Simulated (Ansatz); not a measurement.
The parent structure is Pd in the fcc (Cu type) structure (space group Fm-3m, No. 225; a = 3.878 Å; relaxed with 0.1 eV smearing). Axes: x, y, z lie along the cube axes.

Computed with Ansatz (an electronic-structure program), PBEsol, PAW, cutoff 420 eV, no spin-orbit coupling.

Before the change:

The pressure is 0.0 GPa and the band gap comes out as zero.

Now apply this change: uniaxial strain ε_zz = +0.50 %, all other strain components held at zero, atoms relaxed at fixed cell.

Question: Estimate the effect on the pressure.

Answer: The pressure (mean of the normal stresses, compression positive) goes from zero to -1.0 GPa.

Question: How does this affect the band gap?

Answer: The band gap stays zero.

Stability against distortions was not tested. All final runs are without spin polarisation.
